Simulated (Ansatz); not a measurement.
The starting structures come from a database of crystals and need not be the phases stable at ambient conditions.

 Where the default PAW files enter, the runs use the earlier of Ansatz's two default sets.

Inside the gap of an insulator the Bloch states are evanescent, with a wavenumber k + iκ along the transport direction.

Here is the system:

```
CELL_PARAMETERS angstrom
      4.06789     0.00000    -0.00344
      0.00000     9.70777     0.00000
     -0.09750     0.00000    12.19814
ATOMIC_POSITIONS crystal
  As 0.91092 0.80572 0.26083
  As 0.08908 0.19428 0.73917
  As 0.58908 0.30572 0.23917
  As 0.41092 0.69428 0.76083
  As 0.39947 0.67062 0.48780
  As 0.60053 0.32938 0.51220
  As 0.10053 0.17062 0.01220
  As 0.89947 0.82938 0.98780
  Se 0.52172 0.88699 0.40004
  Se 0.47828 0.11301 0.59996
  Se 0.97828 0.38699 0.09996
  Se 0.02172 0.61301 0.90004
  Se 0.01824 0.58206 0.34405
  Se 0.98176 0.41794 0.65595
  Se 0.48176 0.08206 0.15595
  Se 0.51824 0.91794 0.84405
  Se 0.54637 0.70008 0.11856
  Se 0.45363 0.29992 0.88144
  Se 0.95363 0.20008 0.38144
  Se 0.04637 0.79992 0.61856
```

Space group of this cell: P2_1/c. The cell was relaxed by PBE-D3(BJ); by r2SCAN its mean pressure is 1.0 GPa.

Transport runs along the normal of the first two printed cell vectors.

No gap correction and no spin-orbit coupling; mid-gap values are interpolated between computed energies.

### Question
Compute, with r2SCAN (Ansatz, a program for electronic structure), the band gap and the smallest decay constant κ at mid-gap.

### Answer
Gap 1.12 eV on a 8×4×4 mesh; κ = 0.143 1/Å, at (0.375, 0.000) of the in-plane reciprocal vectors. At the zone centre, at the nearest computed energy, the slowest state has κ = 0.22 1/Å.
